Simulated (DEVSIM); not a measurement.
**abrupt GaAs p-n junction**

System: abrupt GaAs p-n junction, at 300 K.

| layer (left to right) | material | thickness (μm) | Nd (cm⁻³) | Na (cm⁻³) | τn (s) | τp (s) |
|---|---|---|---|---|---|---|
| 1 | GaAs | 0.200 | - | 8.5e16 | 1.1e-8 | 1.1e-8 |
| 2 | GaAs | 10.0 | 7.1e16 | - | 1.1e-8 | 1.1e-8 |

Left contact: ohmic. Right contact: ohmic. Voltage is applied to the left contact. Recombination: SRH at mid-gap, radiative. Mobility is μmin + (μ − μmin)/(1 + (N/Nref)^α).

Constants are typed, rounded textbook-type inputs, not results; the design itself was drawn at random and stands for no fabricated device. Values at 300 K.

```csv
parameter,GaAs
gap (eV),1.424
affinity (eV),4.07
permittivity,12.9
Nc (cm⁻³),4.7e17
Nv (cm⁻³),9e18
μn (cm²/Vs),8500
μp (cm²/Vs),400
"μn,min",500
"μp,min",20
"Nref,n",6e16
"Nref,p",1.5e17
αn,0.39
αp,0.38
B (cm³/s),2e-10
```

Simulated with DEVSIM: 1D drift-diffusion, Boltzmann statistics, complete ionisation; no tunnelling, impact ionisation, image-force lowering or self-heating.

| Property | Result |
|---|---|
| Potential step across the device at zero bias | 1.255 V |
| Largest field in the device at zero bias | 110000 V/cm |
| Dark forward voltage at 1 A/cm² | 0.963 V |
| Dark forward voltage at 100 A/cm² | 1.087 V |

Dark reverse current:

```tsv
V (V)	J (A/cm²)
-0.20	-3.3e-11
-0.50	-7.1e-11
-1.00	-1.3e-10
-1.50	-1.8e-10
-2.00	-2.2e-10
-3.00	-3.1e-10
-4.00	-3.8e-10
-5.00	-4.4e-10
-6.50	-5.2e-10
-8.00	-5.9e-10
-10.00	-6.7e-10
```

Small-signal capacitance in reverse bias (quasi-static):

| V (V) | C (nF/cm²) |
|---|---|
| -0.2 | 50.2 |
| -0.5 | 45.6 |
| -1 | 40.1 |
| -1.5 | 36.2 |
| -2 | 33.2 |
| -3 | 29.1 |
| -4 | 26.5 |
| -5 | 24.9 |
| -6.5 | 23.2 |
| -8 | 21.9 |
| -10 | 20.4 |
